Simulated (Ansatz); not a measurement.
SnO₂ (model structure, started from the CdI2 type, P-3m1, No. 164, 3 atoms in the cell) was calculated with PBEsol in Ansatz (PAW).

Settings: plane-wave cutoff 500 eV, 18×18×8 k mesh (along the axes of the cell as run), Fermi–Dirac smearing 0.05 eV, scalar-relativistic PAW data made under PBE.

Cell (relaxed at this level):

SnO$_{2}$ has the trigonal space group P-3m1 (No. 164), the CdI2 type structure, Pearson symbol hP3. Conventional cell: a = b = 3.1935 Å, c = 5.0620 Å, α = β = 90.00°, γ = 120.00°. Sn on 1a is surrounded by 6 O at 2.100 Å (octahedral). O on 2d has 3 Sn at 2.100 Å (trigonal pyramidal). (Neighbours: up to the widest gap in distance over summed covalent radii, below 1.35, at either atom; cation-cation and far metal-metal contacts left out.)

What does this level give for the band gap?


- band gap = 2.30 eV (on the SCF k mesh)

Note: the relaxation could raise the start's symmetry but not lower it, so the cell can be a saddle point; the cell has widely spaced layers and the level no dispersion term, so their spacing and the moduli can rest on weak binding.

Spin–orbit coupling is not included.

Computed values are for the static lattice.

The result took around 2.4 core-minutes (rough).

A model structure was made by putting elements into a prototype or built by hand; it is no filed structure, need not be a known phase, and can be a saddle point held by its symmetry.

Ansatz is a quantum-chemistry and plane-wave program.
